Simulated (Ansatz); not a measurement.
Worked example: self-consistent single point of HgPt3 (Cmmm, 4 atoms in the cell) in Ansatz (a quantum-chemistry and plane-wave program)

Method: LDA (PW92), default PAW files made with PBE (plane waves; Ansatz).

Input as run:

Ansatz 0.2 input:
```yaml
# HgPt3
crystal:
  lattice:
    - [2.905637, -3.960677, 0.000000]
    - [2.905637, 3.960677, 0.000000]
    - [0.000000, 0.000000, 2.896963]
  atoms:
    - { symbol: Hg, position: [0.000000, 0.000000, 0.000000] }
    - { symbol: Pt, position: [0.500000, 0.500000, 0.000000] }
    - { symbol: Pt, position: [0.000000, 0.500000, 0.500000] }
    - { symbol: Pt, position: [0.500000, 0.000000, 0.500000] }
basis:
  ecutwfc: 420.0
kpoints:
  mp_grid: { grid: [7, 7, 11] }
hamiltonian:
  xc: lda
  pseudopotentials: { kind: paw }
scf:
  occupations: { method: fermi_dirac, width: 0.1 }
output:
  forces: true
  eigenvalues: true
  stress: true
```

The program printed (abridged):

```
WARN ansatz: RAYON_NUM_THREADS=1 ignored (pool sized by the plan → 1); use --threads N
Pseudopotentials: kind: paw
Pseudopotential: Hg, paw, valence charge 20
Pseudopotential: Pt, paw, valence charge 18
Crystal: 4 atoms, lattice volume = 66.678 Å³
Basis set: ecut = 420 eV, 1321 PW (Γ)
Bands: 45, of which v1, the nominal top of the filled ones, is band 37 counted from 1 (36 counted from 0)
Symmetry: 8 space group operations
Space group: Cmmm (ITA 65), of the structure as read, at distance tolerance 4.1e-5 Å
k-points: 96 of 539
PAW frozen core: Hg, regenerated for the run's functional, and the local potential with it
PAW frozen core: Pt, regenerated for the run's functional, and the local potential with it
Initial density: superposition of atomic densities (neutral atoms: chi_scale 0, normalization atom), corrected by the library's trained network
Initial wavefunctions: pseudopotential atomic-orbital guess
Eigensolver: davidson
Functional: x = slater, c = lda
SCF iter   1: F=—  HF=-50257.322256 eV  |F-HF|=—  |Δ(HF+E_count)|=         —  Δρ=8.45e-3  dr2=2.67e-2  ethr=1.77e-3  ⟨swp⟩=5.9  Hψ=14634  notcnv=0  defer=63
all-band conjugate gradients solve this SCF's bands
preconditioner: auto → Kerker (q_TF=auto, 2.776 Å⁻¹)
SCF iter   2: F=—  HF=-50257.319178 eV  |F-HF|=—  |Δ(HF+E_count)|=   3.08e-3  Δρ=4.34e-3  dr2=7.22e-3  ethr=3.61e-5  ⟨swp⟩=1.9  Hψ=5974  notcnv=0  defer=64
SCF iter   3: F=—  HF=-50257.317174 eV  |F-HF|=—  |Δ(HF+E_count)|=   2.00e-3  Δρ=4.65e-4  dr2=2.00e-4  ethr=9.76e-6  ⟨swp⟩=2.0  Hψ=5788  notcnv=0  defer=64
SCF iter   4: F=—  HF=-50257.317133 eV  |F-HF|=—  |Δ(HF+E_count)|=   4.06e-5  Δρ=1.24e-4  dr2=3.68e-5  ethr=2.70e-7  ⟨swp⟩=1.5  Hψ=5315  notcnv=0  defer=64
SCF iter   5: F=—  HF=-50257.317116 eV  |F-HF|=—  |Δ(HF+E_count)|=   1.72e-5  Δρ=4.02e-5  dr2=1.11e-6  ethr=4.97e-8  ⟨swp⟩=2.2  Hψ=5415  notcnv=0  defer=64
SCF iter   6: F=-50257.317115 eV  HF=-50257.317115 eV  |F-HF|=1.86e-8  |Δ(HF+E_count)|=   2.82e-7  Δρ=7.30e-6  dr2=3.31e-8  ethr=1.35e-10  ⟨swp⟩=8.4  Hψ=18176  notcnv=0
SCF 1 converged in 6 iterations: F = -50257.317115 eV  dr2 = 3.31e-8
SCF converged after 6 iterations
Free energy (F): -50257.317115 eV
Harris-Foulkes:  -50257.317115 eV  (|F-HF|=1.86e-8)
Internal energy: -50257.207180 eV  (E = F + TS)
E sigma→0 (E₀):  -50257.262148 eV
Entropy (-TS):   -0.109935 eV (-27.484 meV/atom)
Fermi energy:    20.604724 eV
--- Per-component energies (eV) ---
  E_band       = -786.927731
  E_kinetic    = 2515.593329
  E_local      = -6766.395777  (includes V_loc(G=0)·N_el)
  E_nonlocal   = 702.137272
  E_hartree    = 2629.644833
  E_xc         = -998.668366
  E_vxc        = -1168.353389  (∫ρ·V_xc dr)
  E_paw        = -37186.954214  (= ΣΔE_a)
  E_vpaw       = -1329.187533  (= ΣTr[D̂ρ^β])
  E_aug_tail   = 0.001479  (compensation charges beyond the density's cutoff)
  E_ewald      = -11154.533436
  E_core_change = 1.967701  (= ΣΔE_core)
  E_smearing   = -0.109935  (= −TS)
  E_closure    = 0.000000  (closes the sum)
  Σ components = -50257.317115   (vs F -50257.317115, Δ=0.00e0)
--- Forces (eV/Å), atoms counted from 1 ---
  atom   1  Hg    -0.00000000     0.00000000     0.00000000
   [... zero for the other atoms too ...]
  max |Σ_I F_I| component: 1.26e-29 eV/Å
--- Stress (GPa, compression-positive) ---
      -11.944974       0.000000       0.000000
        0.000000     -12.820701       0.000000
        0.000000       0.000000     -14.180744
  P = ⅓ Tr σ = -12.9821 GPa (-129.821 kbar)
  The stress holds the Pulay correction. Without it, at fixed plane waves, as pw.x and ABINIT print it: P = -13.0244 GPa
--- Band table (eV; the first three rows and the last of 96) ---
  k-point 0: bands = ["-94.4895", "-77.6279", "-77.4767", "-77.4719", "-42.7960", "-42.7833", "-42.7764", "-31.8490", "-31.7623", "-31.7248", "-31.6056", "-31.5326", "-31.5319", "-31.5311", "-31.5287", "-31.4957", "10.5614", "12.0703", "12.4808", [...]
  k-point 1: bands = ["-94.4893", "-77.6274", "-77.4763", "-77.4714", "-42.8020", "-42.7828", "-42.7759", "-31.8421", "-31.7571", "-31.7359", "-31.6056", "-31.5448", "-31.5445", "-31.5357", "-31.5318", "-31.4949", "10.7648", "12.2217", "12.5676", [...]
  k-point 2: bands = ["-94.4888", "-77.6260", "-77.4752", "-77.4702", "-42.8183", "-42.7813", "-42.7745", "-31.8222", "-31.7656", "-31.7422", "-31.6068", "-31.5804", "-31.5773", "-31.5460", "-31.5411", "-31.4925", "11.3473", "12.6324", "12.7938", [...]
  k-point 95: bands = ["-94.4872", "-77.6216", "-77.4717", "-77.4663", "-42.8710", "-42.7768", "-42.7701", "-31.9122", "-31.7984", "-31.7460", "-31.6282", "-31.6075", "-31.6061", "-31.5915", "-31.5559", "-31.4840", "12.1028", "12.3641", "12.8891", [...]
```

The run converged in 6 iterations.

The starting cell comes from a database of computed structures (which also holds hypothetical and non-ambient phases and stackings), without a prior relaxation at this level. Its lattice was rescaled by up to half a per cent. Spin-orbit coupling is off. Spin polarisation is off. With a pressure of about -13 GPa the cell is away from its equilibrium volume at this level. Ansatz's pressure includes its estimate of the finite-basis (Pulay) stress.
